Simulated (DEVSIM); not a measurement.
Model (solved in DEVSIM): 1D drift-diffusion, Boltzmann statistics, complete ionisation; no tunnelling, impact ionisation, image-force lowering or self-heating.

Device: abrupt Si p-n junction, at 350 K.

```
layer (left to right)  material  thickness (μm)  Nd (cm⁻³)  Na (cm⁻³)  τn (s)  τp (s)
---------------------  --------  --------------  ---------  ---------  ------  ------
1                            Si           0.850          -     1.1e15  1.7e-5  1.7e-5
2                            Si             180     1.1e14          -  1.7e-5  1.7e-5
```

Left contact: ohmic. Right contact: ohmic. Voltage is applied to the left contact. Recombination: SRH at mid-gap, Auger. Mobility is μmin + (μ − μmin)/(1 + (N/Nref)^α).

This is a model device: material constants are rounded textbook-type values typed into the input, and sizes, dopings and lifetimes were drawn at random. Values at 300 K; Nc and Nv go as T^1.5, mobilities as T to minus their exponent, the gap by Varshni's rule with the affinity fixed.

```csv
parameter,Si
gap (eV),1.124
affinity (eV),4.05
permittivity,11.7
Nc (cm⁻³),2.86e19
Nv (cm⁻³),3.1e19
μn (cm²/Vs),1417
μp (cm²/Vs),470
"μn,min",52
"μp,min",45
"Nref,n",9.7e16
"Nref,p",2.2e17
αn,0.68
αp,0.72
T exponent of μn,2.3
T exponent of μp,2.2
Cn (cm⁶/s),2.8e-31
Cp (cm⁶/s),9.9e-32
Varshni α (eV/K),0.000473
Varshni β (K),636
```

One input was changed, with this effect: largest field in the device at zero bias 3500 → 3900 V/cm; potential step across the device at zero bias 0.412 → 0.537 V.

Q: Which change was it?
(A) temperature 350 → 300 K
(B) minority lifetime in layer 1 1.7e-05 → 0.00017 s
(C) minority lifetime in layer 2 1.7e-05 → 5.1e-06 s
(D) constant mobility in place of the doping-dependent one
(E) Auger recombination switched off
(F) thickness of layer 2 180 → 540 μm

A: A, temperature 350 → 300 K
